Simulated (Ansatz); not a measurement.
Base system: CdO in the rock salt structure (space group Fm-3m, No. 225; a = 4.690 Å).

The other end (x = 1) is FeO in the rock salt structure (space group Fm-3m, No. 225; ferromagnetic): 9.57 Å³/atom, gap zero.

Level of theory: plane-wave PAW DFT at the PBEsol level (Ansatz, an electronic-structure program, 420 eV), scalar-relativistic without spin-orbit coupling.

Fe replaces a fraction x of Cd; each row is one arrangement (x, atoms in the cell, starting space group or random), fully relaxed.

One change was made to it. Results:

The mean first-shell distances amounts to Cd–O 2.358 Å (end compound 2.345 Å), Fe–O 2.189 Å (end compound 2.123 Å); the mixing energy is +0.06 eV/atom (to 0.01 eV only: unlike meshes or grids); the deviation of the volume from the linear (Vegard-type) interpolation is +2.0 %.

Task: Name the change that was made.
A. x(Fe) = 0.25, 8 atoms, Cmmm
B. x(Fe) = 0.333, 6 atoms, P-3m1
C. x(Fe) = 0.75, 8 atoms, I4/mmm

Result: A, x(Fe) = 0.25, 8 atoms, Cmmm. For comparison, the mean first-shell distances in the other runs: x(Fe) = 0.75, 8 atoms, I4/mmm gives Cd–O 2.233 Å (end compound 2.345 Å), Fe–O 2.180 Å (end compound 2.123 Å); x(Fe) = 0.333, 6 atoms, P-3m1 gives Cd–O 2.344 Å (end compound 2.345 Å), Fe–O 2.159 Å (end compound 2.123 Å).

Each cell is one ordered arrangement of few atoms, which overstates ordering effects compared with a random alloy. No phonon test of stability was made. No Hubbard U is applied and the magnetic state is the run's own (Cd3FeO4 ferromagnetic; FeO ferromagnetic; CdFe3O4 ferromagnetic; Cd2FeO3 ferromagnetic); small cells can't hold the antiferromagnetic order that many such compounds have, so gaps and moments can be off. Spin-polarised in the final run: Cd3FeO4, FeO, CdFe3O4 and Cd2FeO3; the other runs are not. In its common phase, real FeO is an antiferromagnetic insulator at low temperature. The zero or small gap of CdO can change with the level of theory.
